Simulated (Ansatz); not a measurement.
# What uniaxial strain ε_zz = −2.00 % does to TiC

The parent structure is TiC in the rock salt structure (space group Fm-3m, No. 225; a = 4.293 Å; relaxed with 0.1 eV smearing). Axes: x, y, z lie along the cube axes.

The change: the cell is compressed by 2.00 % along z with no lateral relaxation; the atoms relax in the strained cell.

Computed with Ansatz (an electronic-structure program) PBEsol, no spin-orbit coupling. k-mesh 23×23×23 (Γ-centred); smearing 0.1 eV (Fermi–Dirac).

The volume per atom decreases by 0.20 Å³, from 9.89 Å³ to 9.69 Å³ and the space group changes from Fm-3m (No. 225) to I4/mmm (No. 139). The shortest interatomic distance decreases by 0.081 bohr, from 4.057 bohr to 3.976 bohr and the energy grows by 7.4 meV/atom. The pressure (mean of the normal stresses, compression positive) goes from zero to 5.8 GPa and the band gap stays zero. The stress (xx, yy, zz, yz, xz, xy; compression positive) comes out as (2.6, 2.6, 12.4, 0.0, 0.0, 0.0) GPa.

Stability against distortions was not tested. The final runs are not spin-polarised.
